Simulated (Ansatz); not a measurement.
**TaF₅ (C2/m, No. 12)**

Method: HSE06 (Ansatz, an electronic-structure program, PAW).

Run with plane-wave cutoff 500 eV, 4×4×4 k mesh, gaussian smearing 0.02 eV, scalar-relativistic PAW data made under PBE.

Cell: relaxed with r²SCAN: a = 9.5866 Å, b = 14.4273 Å, c = 5.0080 Å, α = 90.00°, β = 97.83°, γ = 90.00°.

| Item | Value |
|---|---|
| band gap | 7.86 eV (on the SCF k mesh) |

Note: cell and atoms aren't relaxed at this level (largest force component 0.23 eV/Å).

Spin–orbit coupling is not included.

Computed values are for the static lattice.
